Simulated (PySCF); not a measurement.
PySCF 2.14.0, PBE/def2-svp, df: Ge(H)2(OEt)2 (CC[O][GeH2][O]CC), 19 atoms. The geometry is a generated start, not checked to be a minimum at this level.

```
Property                       Value
-------------------  ---------------
task                          energy
method                           pbe
basis                       def2-svp
two-electron scheme  density fitting
mol.max_memory               3000 MB
mf.max_cycle                     100
mf.init_guess        minao (default)
mf.DIIS              CDIIS (default)
mf.conv_tol          1e-09 (default)
mf.grids.level           3 (default)
basis functions                  176
grid points                   222976
```

```xyz
19

Ge    -0.0917     1.1859     0.0812
O      1.2512     0.2965    -0.5531
C      2.6234     0.6302    -0.4591
C      3.4301    -0.6169    -0.1296
O     -1.2628    -0.0789     0.2218
C     -2.6710     0.0415     0.3195
C     -3.2889    -1.3346     0.1286
H      0.2761     1.7855     1.4266
H     -0.5763     2.2545    -0.8821
H      2.9490     1.0422    -1.4203
H      2.7893     1.3931     0.3105
H      3.1135    -1.0213     0.8277
H      4.4871    -0.3708    -0.0836
H      3.2697    -1.3715    -0.8928
H     -3.0492     0.7328    -0.4424
H     -2.9437     0.4422     1.3028
H     -3.0038    -1.7332    -0.8419
H     -4.3728    -1.2662     0.1859
H     -2.9292    -2.0111     0.9004
```

One run each on 2 threads, 1 BLAS thread. Values of diis_space tried: 3, 5, 8 (default), 12, 20.

Task: Predict the course of the Fock builds along this series.

Result: Fewest Fock builds, within one of each other: 8 (default) with 14, 12 with 13, 20 with 13. The count rises to 20 at 3. All converge to one solution.

```csv
diis_space,Fock builds,end
3,20,same solution
5,16,same solution
8 (default),14,same solution
12,13,same solution
20,13,same solution
```
